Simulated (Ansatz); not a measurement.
Functionals compared on H2O on the 1x1 (101) surface of anatase TiO2 (cut with top plane O), one in a 2x1 cell, started at the site 'bridge O-O-O (span 3.8 Å)', in Ansatz (plane waves, PAW). The structure was relaxed with PBE; the other rows are single points on it, each with its references at the same level. Cutoff 420 eV (500 eV for r2SCAN). HSE06 used the coarser mesh 2x3x1.

Host crystal: anatase TiO2, with a band gap (PBE, scalar-relativistic without spin-orbit coupling).

Model: 39-atom slab, 9.4 Å thick at the start under the adsorbate (thin: gaps and levels are the slab's own), 3x4x1 mesh, Fermi-Dirac 0.01 eV, dipole correction, 14 atoms held, the rest relaxed; no symmetry held; no spin, no spin-orbit, no U, no dispersion correction. At the end it is bonded to Ti. In PBE it is, or lies within 0.03 eV of, the lowest of the starts that converged. These notes are the PBE run's. Adsorption energies are against H2O(g). A negative adsorption energy means that the adsorbate is more stable on the surface than in its reference.

A dash marks a value that is undefined for that row or was read on another mesh.

```
functional  adsorption energy (eV)  gap of the slab on its k-mesh (eV)  highest filled level below the top vacuum level (eV)           rough cost of the single point
----------  ----------------------  ----------------------------------  ----------------------------------------------------  ---------------------------------------
PBE                          -0.61                                2.50                                                  6.86                                        –
RPBE                             …                                   …                                                     …  about 2.1 core-minutes (a rough figure)
r2SCAN                       -0.82                                2.86                                                  7.19            around 4 core-minutes (rough)
HSE06                        -0.65                                   –                                                     –   about 50 core-minutes (a rough figure)
```

Q: Complete the blanks.

A: 
- RPBE, adsorption energy (eV): -0.38
- RPBE, gap of the slab on its k-mesh (eV): 2.54
- RPBE, highest filled level below the top vacuum level (eV): 6.73

Ansatz is a first-principles code.
